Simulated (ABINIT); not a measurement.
**Worked example: self-consistent single point of CdPt₃ (Cmmm, 4 atoms in the cell) in ABINIT**

Computed with PBEsol, PAW (JTH v2.0 PBE PAW, files made for PBE) (plane waves; ABINIT 10.0.3).

The input file:

```
# CdPt3, JTH v2.0 PBE PAW
pp_dirpath "./"
pseudos "Cd.GGA_PBE-JTH.xml, Pt.GGA_PBE-JTH.xml"
acell 4.8764996048 4.8764996048 2.8346900000 Angstrom
rprim
         0.5917615572   -0.8061130562    0.0000000000
         0.5917615572    0.8061130562    0.0000000000
         0.0000000000    0.0000000000    1.0000000000
natom 4
ntypat 2
znucl 48 78
typat 1 2 2 2
xcart
         0.0000000000    0.0000000000    0.0000000000
         2.8857250000    0.0000000000    0.0000000000
         1.4428625000    1.9655050000    1.4173450000
         1.4428625000   -1.9655050000    1.4173450000
      Angstrom
ecut 21
pawecutdg 42
ixc -116133
occopt 3
tsmear 0.00183747
nband 28
kptopt 1
ngkpt 5 5 8
nshiftk 1
shiftk 0 0 0
nstep 100
tolvrs 1.0e-12
prtwf 0
prtden 0
enunit 1
```

Output, abridged:

```
 Symmetries : space group Cm m m (# 65); Bravais oC (1-face-center ortho.)

 -outvars: echo values of preprocessed input variables --------
            acell      9.2152487402E+00  9.2152487402E+00  5.3567877716E+00 Bohr
             ecut      2.10000000E+01 Hartree
           enunit           1
              ixc     -116133
         kptrlatt        5    0    0      0    5    0      0    0    8
          kptrlen      4.28543022E+01
            natom           4
            nband          28
            ngfft          40      40      24
          ngfftdg          54      54      32
             nkpt          45
            nstep         100
             nsym           8
           ntypat           2
           occopt           3
        pawecutdg      4.20000000E+01 Hartree
            rprim      5.9176155720E-01 -8.0611305620E-01  0.0000000000E+00
                       5.9176155720E-01  8.0611305620E-01  0.0000000000E+00
                       0.0000000000E+00  0.0000000000E+00  1.0000000000E+00
          spgroup          65
           tolvrs      1.00000000E-12
           tsmear      1.83747000E-03 Hartree
            typat      1  2  2  2
           useylm           1
             xred      0.0000000000E+00  0.0000000000E+00  0.0000000000E+00
                       5.0000000000E-01  5.0000000000E-01  0.0000000000E+00
                       0.0000000000E+00  5.0000000000E-01  5.0000000000E-01
                       5.0000000000E-01  0.0000000000E+00  5.0000000000E-01
            znucl       48.00000   78.00000

== DATASET  1 ==================================================================

 Real(R)+Recip(G) space primitive vectors, cartesian coordinates (Bohr,Bohr^-1):
 R(1)=  5.4532299 -7.4285323  0.0000000  G(1)=  0.0916888 -0.0673080  0.0000000
 R(2)=  5.4532299  7.4285323  0.0000000  G(2)=  0.0916888  0.0673080  0.0000000
 R(3)=  0.0000000  0.0000000  5.3567878  G(3)=  0.0000000  0.0000000  0.1866790
 Unit cell volume ucvol=  4.3400153E+02 bohr^3
 Angles (23,13,12)=  9.00000000E+01  9.00000000E+01  1.07435773E+02 degrees

 Coarse grid specifications (used for wave-functions):

 getcut: wavevector=  0.0000  0.0000  0.0000  ngfft=  40  40  24
         ecut(hartree)=     21.000   => boxcut(ratio)=   2.10416

 Fine grid specifications (used for densities):

 getcut: wavevector=  0.0000  0.0000  0.0000  ngfft=  54  54  32
         ecut(hartree)=     42.000   => boxcut(ratio)=   2.00863

   5.10350377E+03                                ecore*ucvol(ha*bohr**3)

_setup2: Arith. and geom. avg. npw (full set) are    1995.445    1995.418

--- !BeginCycle
solver: {iscf: 17, nstep: 100, nline: 4, wfoptalg: 10, }
tolerances: {tolvrs: 1.00E-12, }
...

     iter   Etot(hartree)      deltaE(h)  residm     nres2
 ETOT  1  -128.42133112097    -1.284E+02 2.535E-01 2.774E+01
 ETOT  2  -128.98268131637    -5.614E-01 6.205E-02 7.705E+03
 ETOT  3  -128.92761977731     5.506E-02 5.535E-02 2.012E+01
 ETOT  4  -128.78828250336     1.393E-01 8.404E-03 2.625E+00
 ETOT  5  -128.79802384785    -9.741E-03 6.830E-03 6.392E-01
 ETOT  6  -128.79712960271     8.942E-04 9.104E-03 4.478E-01
   [... 22 lines left out ...]
 ETOT 29  -128.79609173040    -1.637E-11 2.252E-04 1.337E-11
 ETOT 30  -128.79609173040     5.116E-13 2.670E-04 1.130E-11
 ETOT 31  -128.79609173039     7.304E-12 1.898E-04 5.469E-12
 ETOT 32  -128.79609173039    -2.757E-12 2.225E-04 2.030E-12
 ETOT 33  -128.79609173040    -1.592E-12 1.582E-04 2.253E-14

 At SCF step   33       nres2   =  2.25E-14 < tolvrs=  1.00E-12 =>converged.

 Cartesian components of stress tensor (hartree/bohr^3)
  sigma(1 1)=  2.00397422E-04  sigma(3 2)=  0.00000000E+00
  sigma(2 2)=  1.67302881E-04  sigma(3 1)=  0.00000000E+00
  sigma(3 3)=  1.30902951E-04  sigma(2 1)=  0.00000000E+00

 ----iterations are completed or convergence reached----

 reduced coordinates (array xred) for    4 atoms
       0.000000000000      0.000000000000      0.000000000000
       0.500000000000      0.500000000000      0.000000000000
       0.000000000000      0.500000000000      0.500000000000
       0.500000000000      0.000000000000      0.500000000000
 cartesian forces (eV/Angstrom) at end:
    1     -0.00000000000000    -0.00000000000000    -0.00000000000000
    2     -0.00000000000000    -0.00000000000000    -0.00000000000000
    3     -0.00000000000000    -0.00000000000000    -0.00000000000000
    4     -0.00000000000000    -0.00000000000000    -0.00000000000000
 frms,max,avg= 0.0000000E+00 0.0000000E+00   0.000E+00  0.000E+00  0.000E+00 e/A
 length scales=  9.215248740197  9.215248740197  5.356787771630 bohr
              =  4.876499604800  4.876499604800  2.834690000000 angstroms
 Fermi (or HOMO) energy (eV) =   8.53484   Average Vxc (eV)= -12.12131
 Eigenvalues (   eV  ) for nkpt=  45  k points:
 kpt#   1, nband= 28, wtk=  0.00500, kpt=  0.0000  0.0000  0.0000 (reduced coord)
  -1.17688   -0.84670   -0.42487   -0.23118    0.43754    0.52501    2.05993    3.22716
   3.28796    4.11520    5.15600    5.18427    5.89784    5.99513    7.08401    7.25153
   7.46298    7.57635    7.75822    7.80576    8.70496    8.71253    8.93875   10.28545
  12.86932   13.07287   15.02638   16.43246
 prteigrs : prtvol=0 or 1, do not print more k-points.

--- !EnergyTerms
comment             : Components of total free energy in Hartree
kinetic             :  3.68920721343477E+01
hartree             :  1.37957688819770E+01
xc                  : -1.18246713480659E+01
Ewald energy        : -1.33901336361815E+02
psp_core            :  1.17591837138987E+01
local_psp           : -5.39875073428912E+01
spherical_terms     :  8.47107695637089E+00
internal            : -1.28795413366178E+02
'-kT*entropy'       : -6.78279400568825E-04
total_energy        : -1.28796091645578E+02
total_energy_eV     : -3.50471988943558E+03
...

-Cartesian components of stress tensor (GPa)         [Pressure= -4.8898E+00 GPa]
- sigma(1 1)=  5.89589471E+00  sigma(3 2)=  0.00000000E+00
- sigma(2 2)=  4.92221988E+00  sigma(3 1)=  0.00000000E+00
- sigma(3 3)=  3.85129715E+00  sigma(2 1)=  0.00000000E+00

 Calculation completed.
```

The run converged in 33 iterations.

The starting cell comes from a database of computed structures (which also holds hypothetical and non-ambient phases and stackings), without a prior relaxation at this level. Spin polarisation is off. The potentials were made for another functional than the one used. With a pressure of about -5 GPa the cell is away from its equilibrium volume at this level.

These are the values that this program gave, and no reference: the one-centre exchange-correlation terms come from a truncated expansion.

Cost on one core of a shared machine: roughly 6 min.
